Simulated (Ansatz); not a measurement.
Data:

```yaml
crystal:
  lattice:
    - [10.98976, 0.00000, 0.00000]
    - [0.00000, 3.97371, 0.00000]
    - [0.00000, 0.00000, 4.14374]
  atoms:
    - { symbol: Sn, position: [0.61724, 0.75000, 0.59629] }
    - { symbol: Sn, position: [0.88276, 0.25000, 0.09629] }
    - { symbol: Sn, position: [0.38276, 0.25000, 0.40371] }
    - { symbol: Sn, position: [0.11724, 0.75000, 0.90371] }
    - { symbol: S, position: [0.35443, 0.75000, 0.97563] }
    - { symbol: S, position: [0.14557, 0.25000, 0.47563] }
    - { symbol: S, position: [0.64557, 0.25000, 0.02437] }
    - { symbol: S, position: [0.85443, 0.75000, 0.52437] }
```

No spin polarisation.

All numbers come from PBE-D3(BJ) (Ansatz, a program for electronic structure; PAW; 420 eV plane waves; no spin-orbit coupling). Settings: 3×8×8 k-points, 0.05 eV Fermi–Dirac smearing.

**Question.** Predict the band gap and gap character.

**Answer.** The band gap is 0.45 eV. The gap character is indirect, Γ–Z (83 % along) → Γ.

Load acts through the strain it causes; cell and atoms are relaxed under it. Stability against distortions was not tested. The cell was made from SnS in the GeS type structure (space group Pnma, No. 62) by this change: pressure 2.1 GPa.
